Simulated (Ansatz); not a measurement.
The (21-30) face of hcp Sc can be cut between different planes. Symmetric, stoichiometric slabs relaxed in the 1x1 cell (45.4 Å²): top plane Sc, 0.36 Å over the next in the ideal cut; top plane Sc, 0.72 Å over the next in the ideal cut.

All values below come from PBE (plane waves to 420 eV, PAW; Ansatz, a quantum-chemistry and plane-wave program).

**Question.** Order them by surface energy (lowest first) at the level PBE.

**Answer.** the cut with an outer spacing of 0.36 Å (1.26 J/m²), the cut with an outer spacing of 0.72 Å (1.36 J/m²)
